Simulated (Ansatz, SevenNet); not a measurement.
**C11b MoSi₂, elastic constant C66**

Reference value: 194 GPa (measured, temperature not stated, no zero-point or thermal correction; as tabulated in Friák et al. (2018), doi:10.3390/nano8121057).

```tsv
level (code)	value (GPa)	cell (Å³/atom)
SevenNet-0	26.6	13.63
SevenNet-l3i5	105	13.61
LDA (Ansatz)	?	13.06
PBE (Ansatz)	189	13.58
PBEsol (Ansatz)	202	13.27
```

### Question
Fill in the missing entries.

### Answer

- LDA (Ansatz, a quantum-chemistry and plane-wave program), value (GPa): 205

Differences against the reference: SevenNet-0 -86 %, SevenNet-l3i5 -46 %, LDA +5.7 %, PBE -2.6 %, PBEsol +4.1 %.

The reference's temperature isn't stated, so close values are not ranked against it. Off by more than 25 %, or 35 % on the side where a correction would as a rule narrow the miss (bounds picked here): SevenNet-0 (-86 %), SevenNet-l3i5 (-46 %).

The measured value isn't corrected to a static lattice, so vibrations enter the comparison.  Each level is taken at its own relaxed cell. Ansatz's density-functional and Hartree–Fock values are scalar-relativistic unless marked +SOC, with PAW data made under PBE.

Machine-learned potentials (SevenNet-0, SevenNet-l3i5) are trained on DFT data: a solid inside that data is no test of them.

Differences are worked out from the printed values.
